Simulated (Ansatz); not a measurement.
## KCl: pressure series

Base system: KCl in the rock salt structure (space group Fm-3m, No. 225; a = 6.3814 Å).

Cell and atoms are relaxed at each pressure.

Level of theory: PBE in Ansatz (plane waves to 420 eV, PAW, no SOC).

For the base:

The band gap is 5.05 eV.

**Question.** The aim is a band gap between 4.29 eV and 4.62 eV. Which of these changes reaches it?
(A) pressure −2 GPa
(B) pressure 7.5 GPa
(C) pressure 0.7 GPa

**Answer.** A, pressure −2 GPa. It gives 4.47 eV; pressure 7.5 GPa gives 6.01 eV; pressure 0.7 GPa gives 5.18 eV. Changes not listed may reach it too

Load acts through the strain it causes; cell and atoms are relaxed under it. Whether these cells are dynamically stable was not tested. Competing high-pressure phases were not computed.

Ansatz is a quantum-chemistry and plane-wave program.
